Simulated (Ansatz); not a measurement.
TaAl (model structure, Pm-3m, No. 221, 2 atoms in the cell) was calculated with PBEsol (Ansatz, a first-principles code, plane waves, PAW).

Numerical settings: plane-wave cutoff 520 eV, 18×18×18 k mesh, Fermi–Dirac smearing 0.05 eV, scalar-relativistic PAW data made under PBE.

Cell (relaxed at this level):

```xyz
2
Lattice="3.1956 0.0000 0.0000 0.0000 3.1956 0.0000 0.0000 0.0000 3.1956" Properties=species:S:1:pos:R:3 pbc="T T T"
Ta     0.0000     0.0000     0.0000
Al     1.5978     1.5978     1.5978
```

### Question
What does this level give for the bulk modulus?

### Answer

- bulk modulus: 162 GPa

The run finds no gap.

Note: the bulk modulus is −V dP/dV from two relaxed cells at ±2 % in volume; the relaxation could raise the start's symmetry but not lower it, so the cell can be a saddle point.

Spin–orbit coupling is not included.

Static lattice: no zero-point or thermal effects.

The result took about 17 core-seconds (a rough figure).

A model structure was made by putting elements into a prototype or built by hand; it is no filed structure, need not be a known phase, and can be a saddle point held by its symmetry.
